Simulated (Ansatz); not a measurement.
The starting structures come from a database of crystals and need not be the phases stable at ambient conditions.

Inside the gap of an insulator the Bloch states are evanescent, with a wavenumber k + iκ along the transport direction.

Here is the system:

```xyz
12
Lattice="5.5826 0.0000 0.0000 -2.2716 7.4642 0.0000 2.2716 -3.3826 3.7157" Properties=species:S:1:pos:R:3 pbc="T T T"
Co     1.8020     1.1138     2.8608
Co     3.7806     2.9678     0.8549
Co     0.9893     4.9933     2.6988
Co     4.5933    -0.9117     1.0169
P     -1.1737     6.4146     0.1180
P      6.7563    -2.3330     3.5977
P      1.6935     2.0600     0.8018
P      3.8891     2.0216     2.9139
P      5.3388     0.3730     2.6456
P      0.2439     3.7086     1.0701
P      3.0352     4.7097     1.9814
P      2.5475    -0.6281     1.7343
```

The cell is taken as given.

Transport runs along the normal of the first two printed cell vectors.

The gap is the functional's own. No spin-orbit coupling. Mid-gap values are those at the computed energy nearest the middle.

Task: Predict the band gap and the smallest decay constant κ at mid-gap from r2SCAN (Ansatz, a quantum-chemistry and plane-wave program).

Result: Gap 0.57 eV on a 6×8×8 mesh; κ = 0.144 1/Å, at (0.000, 0.500) of the in-plane reciprocal vectors. At the zone centre the slowest state has κ = 0.20 1/Å.
